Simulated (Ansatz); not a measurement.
Space group Fm-3m (No. 225); a = b = c = 4.6293 Å, α = β = γ = 90.00°

```
atom  site  symmetry       x       y       z
----  ----  --------  ------  ------  ------
F       4a      m-3m  0.0000  0.0000  0.0000
Na      4b      m-3m  0.5000  0.5000  0.5000
```
(The calculation used a cell of 2 atoms; values per cell refer to that cell.)

The cell is fixed at its relaxed static size. Melting and transitions to other phases are not modelled. An odd repeat of the supercell leaves out some zone-boundary points, where instabilities often lie.

Question: Is this phase dynamically stable in the harmonic approximation, and at 300, 600 K by the stochastic self-consistent harmonic approximation in a 3×3×3 supercell, PBEsol in Ansatz (an electronic-structure program)? Give the softest mode in each case.

Answer: Harmonic: softest mode 123 cm⁻¹ at q = (0.00, 0.33, 0.33), so stable at the wave vectors of the supercell. 300 K: stable, softest second derivative of the free energy 119 cm⁻¹ (error under 1) at q = (0.00, 0.33, 0.33), at 1.6 GPa in this cell. 600 K: stable, softest second derivative of the free energy 117 cm⁻¹ (error under 1) at q = (0.00, 0.33, 0.33), at 2.8 GPa in this cell. The verdict is statistical, holds for these wave vectors and this fixed cell alone, and errs towards stability where frames are few. Wave vectors are fractions of the primitive cell's reciprocal vectors.
